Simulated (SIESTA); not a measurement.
# Input and output of a self-consistent single point for MgAl2C2 (P-3m1, 5 atoms in the cell) (SIESTA)

Method of the run: GGA PBEsol, numerical atomic orbitals DZP, PseudoDojo PBEsol standard norm-conserving potentials (rewritten from UPF to PSML) (SIESTA).

The input file:

```
# files in the folder: Mg.psml Al.psml C.psml (PseudoDojo PBEsol standard)
SystemName  Mg(AlC)2
SystemLabel mg(alc)2

NumberOfAtoms                5
NumberOfSpecies              3
%block ChemicalSpeciesLabel
  1 12 Mg
  2 13 Al
  3 6 C
%endblock ChemicalSpeciesLabel
LatticeConstant              1.0 Ang
%block LatticeVectors
     3.346911000    0.000000000    0.000000000
    -1.673455000    2.898510000    0.000000000
     0.000000000    0.000000000    5.748594000
%endblock LatticeVectors
AtomicCoordinatesFormat      Ang
%block AtomicCoordinatesAndAtomicSpecies
     0.000000000    0.000000000    0.000000000  1
     1.673457340    0.966169034    2.012065386  2
    -0.000001340    1.932340966    3.736528614  2
    -0.000001340    1.932340966    1.552580268  3
     1.673457340    0.966169034    4.196013732  3
%endblock AtomicCoordinatesAndAtomicSpecies

XC.functional                GGA
XC.authors                   PBEsol
PAO.BasisSize                DZP
PAO.EnergyShift              0.01 Ry
MeshCutoff                   400 Ry
%block kgrid.MonkhorstPack
    8   0   0  0.0
    0   8   0  0.0
    0   0   4  0.0
%endblock kgrid.MonkhorstPack
OccupationFunction           FD
ElectronicTemperature        10 K

MaxSCFIterations             150
SCF.Mixer.Method             Pulay
SCF.Mixer.Weight             0.2
SCF.Mixer.History            6
SCF.DM.Tolerance             1.0E-04
Diag.ParallelOverK           true
WriteForces                  true
```

Output, abridged:

```
reinit: Reading from file input.fdf

reinit: System Name: Mg(AlC)2
reinit: System Label: mg(alc)2

coor:   Atomic-coordinates input format  =     Cartesian coordinates
coor:                                          (in Angstroms)

siesta: Atomic coordinates (Bohr) and species
siesta:      0.00000   0.00000   0.00000  1        1
siesta:      3.16238   1.82579   3.80225  2        2
siesta:     -0.00000   3.65160   7.06102  2        3
siesta:     -0.00000   3.65160   2.93395  3        4
siesta:      3.16238   1.82579   7.92932  3        5

siesta: System type = bulk

initatomlists: Number of atoms, orbitals, and projectors:      5    61    60

siesta: ******************** Simulation parameters ****************************
redata: Spin configuration                          = none
redata: Time-Reversal Symmetry                      = T
redata: Number of Atomic Species                    =        3
redata: Mesh Cutoff                                 =   400.0000 Ry
redata: Net charge of the system                    =     0.0000 |e|
redata: Min. number of SCF Iter                     =        0
redata: Max. number of SCF Iter                     =      150
redata: SCF convergence failure will abort job
redata: SCF mix quantity                            = Hamiltonian
redata: Mix DM or H after convergence               =   F
redata: Recompute H after scf cycle                 =   F
redata: Mix DM in first SCF step                    =   T
redata: No kicks to SCF
redata: DM Mixing Weight for Kicks                  =     0.5000
redata: Require Harris convergence for SCF          =   F
redata: Harris energy tolerance for SCF             =     0.000100 eV
redata: Require DM convergence for SCF              =   T
redata: DM tolerance for SCF                        =     0.000100
redata: Require EDM convergence for SCF             =   F
redata: EDM tolerance for SCF                       =     0.001000 eV
redata: Require H convergence for SCF               =   T
redata: Hamiltonian tolerance for SCF               =     0.001000 eV
redata: Require (free) Energy convergence for SCF   =   F
redata: (free) Energy tolerance for SCF             =     0.000100 eV
redata: Using DFT-D3 dispersion                     =   F
redata: Using Saved Data (generic)                  =   F
redata: Method of Calculation                       = Diagonalization
redata: Electronic Temperature                      =    10.0000 K
redata: Number of TDED substeps                     =        3
redata: Dynamics option                             = Single-point calculation
redata: Save all siesta data in one NC              =   F
redata: ***********************************************************************

%block SCF.Mixers
  Pulay
%endblock SCF.Mixers

%block SCF.Mixer.Pulay
  # Mixing method
  method pulay
  variant stable

  # Mixing options
  weight 0.2000
  weight.linear 0.2000
  history 6
%endblock SCF.Mixer.Pulay

DM_history_depth set to one: no extrapolation allowed by default for geometry relaxation
Size of DM history Fstack: 1
Total number of electrons:    24.000000
Total ionic charge:    24.000000

* ProcessorY, Blocksize:    1  62

* Orbital distribution balance (max,min):    61    61

k-point displ. along   1 input, could be:     0.00    0.50
k-point displ. along   2 input, could be:     0.00    0.50
k-point displ. along   3 input, could be:     0.00    0.50
 Kpoints in:          160 . Kpoints trimmed:          150

siesta: k-grid: Number of k-points = 150
siesta: k-points from Monkhorst-Pack grid
siesta: k-cutoff (effective) =    11.497 Ang
siesta: k-point supercell and displacements
siesta: k-grid:     8     0     0      0.000
siesta: k-grid:     0     8     0      0.000
siesta: k-grid:     0     0     4      0.000

diag: Algorithm                                     = D&C
diag: Parallel over k                               =   F
diag: Use parallel 2D distribution                  =   F
diag: Parallel block-size                           = 62
diag: Parallel distribution                         =     1 x     1
diag: Used triangular part                          = Lower
diag: Absolute tolerance                            =  0.100E-15
diag: Orthogonalization factor                      =  0.100E-05
diag: Memory factor                                 =  1.0000

superc: Internal auxiliary supercell:     7 x     7 x     5  =     245
superc: Number of atoms, orbitals, and projectors:   1225  14945  14700

                        Single-point calculation

superc: Internal auxiliary supercell:     7 x     7 x     5  =     245
superc: Number of atoms, orbitals, and projectors:   1225  14945  14700

outcell: Unit cell vectors (Ang):
        3.346911    0.000000    0.000000
       -1.673455    2.898510    0.000000
        0.000000    0.000000    5.748594

outcell: Cell vector modules (Ang)   :    3.346911    3.346911    5.748594
outcell: Cell angles (23,13,12) (deg):     90.0000     90.0000    120.0000
outcell: Cell volume (Ang**3)        :     55.7674
new_DM -- step:     1
Initializing Density Matrix...

Attempting to read DM from file... Failed...
DM filled with atomic data:

InitMesh: MESH = 36 x 36 x 72 = 93312
InitMesh: Mesh cutoff (required, used) =   400.000   426.341 Ry

stepf: Fermi-Dirac step function

        iscf     Eharris(eV)        E_KS(eV)     FreeEng(eV)     dDmax    Ef(eV) dHmax(eV)
   scf:    1    -2035.932783    -2061.116971    -2061.116971  1.746162 -7.034042  8.352729
   scf:    2    -2067.132133    -2064.486743    -2064.486743  0.079456 -4.527069  5.193596
   scf:    3    -2065.891248    -2065.523045    -2065.523045  0.084310 -5.780398  1.516760
   scf:    4    -2065.539703    -2065.534941    -2065.534941  0.025379 -4.542804  0.801765
   scf:    5    -2065.537318    -2065.536382    -2065.536382  0.014912 -4.892873  0.192814
   scf:    6    -2065.538830    -2065.538270    -2065.538270  0.004562 -4.957537  0.004996
   scf:    7    -2065.538287    -2065.538280    -2065.538280  0.002027 -4.958532  0.009334
   scf:    8    -2065.538283    -2065.538282    -2065.538282  0.000237 -4.963530  0.000700
   scf:    9    -2065.538282    -2065.538282    -2065.538282  0.000102 -4.963677  0.000101
   scf:   10    -2065.538282    -2065.538282    -2065.538282  0.000003 -4.963634  0.000018

SCF Convergence by DM+H criterion
max |DM_out - DM_in|         :     0.0000029049
max |H_out - H_in|      (eV) :     0.0000178133
SCF cycle converged after 10 iterations

Using DM_out to compute the final energy and forces

siesta: E_KS(eV) =            -2065.5383

siesta: E_KS - E_eggbox =     -2065.5383

siesta: Atomic forces (eV/Ang):
     1    0.000000    0.000000   -0.000000
     2   -0.000048    0.000029    0.002641
     3    0.000048   -0.000029   -0.002641
     4    0.000037   -0.000022   -0.291811
     5   -0.000037    0.000022    0.291811
   Tot    0.000000   -0.000000    0.000000
   Max    0.291811
   Res    0.106559    sqrt( Sum f_i^2 / 3N )
   Max    0.291811    constrained

Stress tensor Voigt[x,y,z,yz,xz,xy] (kbar):      -78.86      -78.67      -61.22        0.00       -0.00        0.17
(Free)E + p*V (eV/cell)    -2063.0002
Target enthalpy (eV/cell)    -2065.5383

siesta: Program's energy decomposition (eV):
siesta: Ebs     =      -631.439342
siesta: Eions   =      2958.903764
siesta: Ena     =       556.982585
siesta: Ekin    =      1189.439232
siesta: Enl     =      -475.326749
siesta: Eso     =         0.000000
siesta: Edftu   =         0.000000
siesta: DEna    =        10.470124
siesta: DUscf   =         2.137413
siesta: DUext   =         0.000000
siesta: Ex      =      -357.315844
siesta: Ec      =       -33.021279
siesta: Exc     =      -390.337122
siesta: Eharris =     -2065.538282
siesta: Etot    =     -2065.538282
siesta: FreeEng =     -2065.538282

siesta: Atomic forces (eV/Ang):
siesta:      1    0.000000    0.000000   -0.000000
siesta:      2   -0.000048    0.000029    0.002641
siesta:      3    0.000048   -0.000029   -0.002641
siesta:      4    0.000037   -0.000022   -0.291811
siesta:      5   -0.000037    0.000022    0.291811
siesta: ----------------------------------------
siesta:    Tot    0.000000   -0.000000    0.000000

siesta: Stress tensor (static) (eV/Ang**3):
siesta:    -0.049223    0.000104   -0.000000
siesta:     0.000104   -0.049103    0.000000
siesta:    -0.000000    0.000000   -0.038212

siesta: Cell volume =         55.767427 Ang**3

siesta: Pressure (static):
siesta:                Solid            Molecule  Units
siesta:           0.00049570          0.00044579  Ry/Bohr**3
siesta:           0.04551266          0.04093031  eV/Ang**3
siesta:          72.91932570         65.57758925  kBar
```

The run converged in 10 iterations.

The starting cell comes from a database of computed structures (which also holds hypothetical and non-ambient phases and stackings), without a prior relaxation at this level. Its lattice was rescaled by a random factor within 2.5 % of one. Values carry the incompleteness of an atom-centred basis. With a pressure of about 7 GPa the cell is away from its equilibrium volume at this level.

Cost on one core of a shared machine: roughly 50 s.
